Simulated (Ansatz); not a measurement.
# AgCl under a change: isotropic strain −1.00 %

Take AgCl in the rock salt structure (space group Fm-3m, No. 225; a = 5.447 Å) as the base.

One thing is altered: the cell is scaled by 0.9900 in all directions; the atoms relax in the strained cell.

All numbers come from PBEsol, PAW, 420 eV (Ansatz, a first-principles code; without spin-orbit coupling). Γ-centred 10×10×10 mesh, Fermi–Dirac width 0.05 eV.

Shortest interatomic distance: 2.697 Å (base 2.724 Å)
Energy relative to the base (free energy F): +3.4 meV/atom
Pressure: 1.85 GPa (base 0.00 GPa)
Band gap: 0.73 eV (base 0.72 eV)
Gap character: indirect, L → Γ (base indirect, L → Γ)
Smallest direct gap: 3.14 eV (base 3.03 eV)
Mean gap deformation potential ΔEg/Δln V: -0.1 eV
Width of the top valence band: 2.69 eV (base 2.56 eV)
Electron mass: 0.25 mₑ (at Γ) (base 0.25 mₑ (at Γ))
Valley order (the lowest conduction-band minima on the path, energy above the VBM, named in the base's zone): Γ 0.73 eV; X along ⟨100⟩ 2.07 eV (base Γ 0.72 eV; X along ⟨100⟩ 2.13 eV)

Final structure:

```
CELL_PARAMETERS angstrom
      0.00000     2.69650     2.69650
      2.69650     0.00000     2.69650
      2.69650     2.69650     0.00000
ATOMIC_POSITIONS crystal
  Ag 0.00000 0.00000 0.00000
  Cl 0.50000 0.50000 0.50000
```

Masses are band curvatures over ±0.01 Å⁻¹ around the edge. Stability against distortions was not tested.
